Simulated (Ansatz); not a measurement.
Start from Zr$_{3}$Si$_{2}$ (space group P4/mbm, No. 127; a = 7.106 Å, c = 3.709 Å; a cell from a computed database, its experimental status unchecked). Axes: x, y, z lie along a, b, c of the conventional cell.

Level of theory: r2SCAN (Ansatz, a first-principles code; PAW; 500 eV plane waves; no spin-orbit coupling), earlier PAW set.

Before the change:

```
Property                         Value
-----------------------------  -------
Pressure                       0.0 GPa
Shortest interatomic distance  2.451 Å
```

Modification: compressive biaxial strain of 0.84 % in the plane normal to [001], as in epitaxy on a mismatched substrate; the out-of-plane cell vector and the atoms relax.

Problem. How does this affect the pressure and shortest interatomic distance?

Solution. The pressure (mean of the normal stresses, compression positive) goes from zero to 1.6 GPa; the shortest interatomic distance falls by 0.021 Å, from 2.451 Å to 2.430 Å.

Without a gap, meshes like the base's 7×7×13 leave anisotropic stresses uncertain by several tenths of a GPa, and small strain energies with them. No phonon test of stability was made. All final runs are without spin polarisation.
